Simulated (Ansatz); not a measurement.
**Thickness series in hypothetical P6_3/mmc HgI2**

The parent structure is HgI₂ in the 2H-MoS2 type structure (space group P6_3/mmc, No. 194; a hypothetical phase, not in the database extracts checked).

Space group P6₃/mmc (No. 194); a = b = 4.166 Å, c = 14.183 Å, α = β = 90.00°, γ = 120.00°

```
atom  site  symmetry       x       y       z
----  ----  --------  ------  ------  ------
Hg      2c      -6m2  0.3333  0.6667  0.2500
I       4f       3m.  0.6667  0.3333  0.1151
```

Free-standing slabs (3 atom(s) a layer) normal to the stacking axis with 15 Å of vacuum; in-plane cell relaxed.

Level of theory: Ansatz (a program for electronic structure) PBE-D3(BJ), no SOC, earlier PAW set.

Notes on the quantities. layer's space group: with vacuum.

```tsv
change	smallest direct gap	shortest interatomic distance	band gap	layer's space group	thickness between the outermost nuclei
base	0.45 eV	3.073 Å	0.34 eV	–	–
1 layer	1.25 eV	3.076 Å	0.96 eV	P-6m2 (No. 187)	3.83 Å
2 layers	0.92 eV	3.074 Å	0.73 eV	P-3m1 (No. 164)	10.89 Å
3 layers	0.73 eV	3.073 Å	0.63 eV	P-6m2 (No. 187)	17.99 Å
```

With Hg and I present, leaving out spin-orbit coupling can change the band edges. Whether these cells are dynamically stable was not tested.
